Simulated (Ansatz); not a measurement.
In2Ge2O7 (Fd-3m, No. 227, 22 atoms in the cell; start mp-1190319), treated with PBEsol+SOC in Ansatz (plane waves, PAW).

Settings: plane-wave cutoff 520 eV, 6×6×6 k mesh, Fermi–Dirac smearing 0.01 eV, PAW data made under PBE.

Cell (relaxed with PBEsol):

```
In2Ge2O7
1.0
    0.00000     4.88048     4.88048
    4.88048     0.00000     4.88048
    4.88048     4.88048     0.00000
In Ge O
4 4 14
Direct
  0.12500   0.62500   0.62500
  0.62500   0.62500   0.12500
  0.62500   0.12500   0.62500
  0.62500   0.62500   0.62500
  0.62500   0.12500   0.12500
  0.12500   0.12500   0.62500
  0.12500   0.62500   0.12500
  0.12500   0.12500   0.12500
  0.75000   0.75000   0.75000
  0.50000   0.50000   0.50000
  0.20458   0.20458   0.79542
  0.45458   0.45458   0.04542
  0.79542   0.79542   0.20458
  0.04542   0.04542   0.45458
  0.79542   0.20458   0.20458
  0.04542   0.45458   0.45458
  0.20458   0.79542   0.79542
  0.45458   0.04542   0.04542
  0.20458   0.79542   0.20458
  0.45458   0.04542   0.45458
  0.79542   0.20458   0.79542
  0.04542   0.45458   0.04542
```

Task: Estimate the band gap that the calculation returns.

Result: 
- band gap: 1.32 eV (on the SCF k mesh)

Computed values are for the static lattice.

It cost around 6 core-minutes (rough) of CPU time.

A start named mp-… is a Materials Project structure, which need not be a measured phase.

Ansatz is a quantum-chemistry and plane-wave program.
